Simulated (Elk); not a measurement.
A self-consistent single point of NiBi (P6_3/mmc, 4 atoms in the cell) with Elk.

Computed with LDA (PW92), spin-orbit coupling in second variation, all-electron FP-LAPW, Elk's shipped species files, APW+lo basis with extra local orbitals run with Elk 10.2.4.

```xyz
4
Lattice="4.0619 0.0000 0.0000 -2.0310 3.5177 0.0000 0.0000 0.0000 5.1725" Properties=species:S:1:pos:R:3 pbc="T T T"
Ni     0.0000     0.0000     2.5862
Ni     0.0000     0.0000     0.0000
Bi     0.0000     2.3452     1.2931
Bi     2.0310     1.1726     3.8794
```

Reference input (self-consistent single point, DFT, LDA (PW92), all-electron FP-LAPW, Elk's shipped species files, APW+lo basis with extra local orbitals): rgkmax = 8; swidth = 0.00367493 Ha; ngridk = 10 10 7; gmaxvr = 16 1/bohr; nxlo = 2; lorbcnd = true; rmtscf = 0.91; lmaxi = 3; maxscl = 100. This run's input differs from it in these lines:

```diff
@@ -2,2 +2,5 @@
   0
+
+spinorb
+  .true.
 
@@ -20,2 +23,5 @@
   3
+
+nempty
+  10
```

The program printed (abridged):

```
│ Self-consistent loop started │
│ Loop number : 1 │
 total energy                :     -46266.1596864
 total moment                :   0.2491313408E-19  0.4638544103E-20 -0.2019520128E-26
│ Loop number : 2 │
 total energy                :     -46210.0694760
 total moment                :  -0.5559845366E-19  0.2913165641E-19  0.2481844187E-25
RMS change in Kohn-Sham potential (target) :   0.3071904309     (  0.1000000000E-05)
Absolute change in total energy (target)   :    56.09021033     (  0.1000000000E-03)
│ Loop number : 3 │
 total energy                :     -46225.8374913
   [... lines left out ...]
 total energy                :     -46176.9443815
 total moment                :   0.3634240339E-20  0.3311948417E-19  0.2293868664E-22
RMS change in Kohn-Sham potential (target) :   0.7390658962E-06 (  0.1000000000E-05)
Absolute change in total energy (target)   :   0.3293541449E-03 (  0.1000000000E-03)
│ Loop number : 20 │
 total energy                :     -46176.9443787
 total moment                :   0.1034819675E-19  0.2431337746E-19  0.2322748305E-22
RMS change in Kohn-Sham potential (target) :   0.3050937900E-06 (  0.1000000000E-05)
Absolute change in total energy (target)   :   0.8520937263E-04 (  0.1000000000E-03)
Convergence targets achieved

│ Loop number : 21 │

Energies :
 Fermi                       :     0.334100967344
 xc effective B-field        :    -0.726119689478E-08
 external B-field            :     -0.00000000000
 total energy                :     -46176.9443957
 (external B-field energy excluded from total)

Density of states at Fermi energy :    73.48985798
 (states/Hartree/unit cell)

Estimated indirect band gap :   0.2725184315E-03
 from k-point     17 to k-point     48
Estimated direct band gap   :   0.6884620980E-02
 at k-point     15

Charges :
 core                        :    160.0000000
 valence                     :    62.00000000
 interstitial                :    6.825231211
 muffin-tins (core leakage)
  species :    1 (Ni)
   atom    1                 :    26.87494496     (  0.9362727518E-03)
   [... lines left out ...]
  species :    2 (Bi)
   atom    1                 :  -0.7778572955E-20 -0.8964314834E-22 -0.3099278362E-22
   atom    2                 :  -0.7778572955E-20 -0.8964314834E-22 -0.3099278362E-22
 total in muffin-tins        :  -0.1556463713E-19 -0.1836113530E-21 -0.6198556725E-22
 total moment                :  -0.1557769528E-19 -0.2016553574E-21 -0.3754101359E-22

│ Self-consistent loop stopped │
```

The run converged in 21 iterations. The count includes the last loop, which Elk runs after its targets are met. 

The starting cell comes from a database of computed structures (which also holds hypothetical and non-ambient phases and stackings), without a prior relaxation at this level. Its lattice was rescaled by a random factor within 2.5 % of one. Values depend on the basis (sphere radii, cutoffs, local orbitals), which need not be converged. The log's line on a gap gives a spacing of levels on this mesh, which the program prints for metals too.

These are the values that this program gave, and no reference: the basis lacks p1/2 orbitals, which heavy p elements need under spin-orbit coupling.

Cost on one core of a shared machine: roughly 5 min.
